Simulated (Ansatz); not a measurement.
Functionals compared on the (112) surface of diamond (in the relaxation 1 C–C bonds broke), 1 pair of surface atoms bonded, no caps (bottom of the slab: built like the top, H on every dangling bond, free), in Ansatz (plane waves, PAW). The structure was relaxed with PBE; the other rows are single points on it. Cutoff 420 eV (500 eV for r2SCAN).

Slab: 62 atoms, 10.8 Å thick at the start with caps and adatoms (thin: gaps and levels are the slab's own); k 5x4x1, smearing 0.025 eV, dipole-corrected; 8 atoms held, the rest relaxed; no symmetry held; no spin (in PBE a spin-polarised start ends 0.61 eV a cell lower), no spin-orbit, no U. The slab shows no gap over 0.04 eV on its mesh. In PBE it lies 0.30 eV a 1x1 cell over the lowest computed structure of the same composition (unpaired: 0 pairs of surface atoms bonded, no caps, spin-polarised start). These notes are the PBE run's.

```
functional  work function of the top face (eV)  rough cost of the single point
----------  ----------------------------------  ------------------------------
PBE                                       4.89                               –
r2SCAN                                    5.00     very roughly 4 core-minutes
```

Ansatz is a quantum-chemistry and plane-wave program.
